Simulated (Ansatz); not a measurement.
Si (diamond structure), cut as (111) film, 12 layers, ended by OH; geometry relaxed with PBE. The in-plane lattice is held at the bulk value. With PBE (Ansatz, a program for electronic structure) the gap on the k-mesh of the run is 0.74 eV. k-points: Γ-centred 8×8×1 mesh; occupations: Fermi-Dirac, 0.020 eV; spin polarisation not allowed. No spin-orbit coupling.

Question: What gap does Ansatz with HSE06 give on the same geometry and mesh?

Answer: 1.34 eV, wider by 0.59 eV.
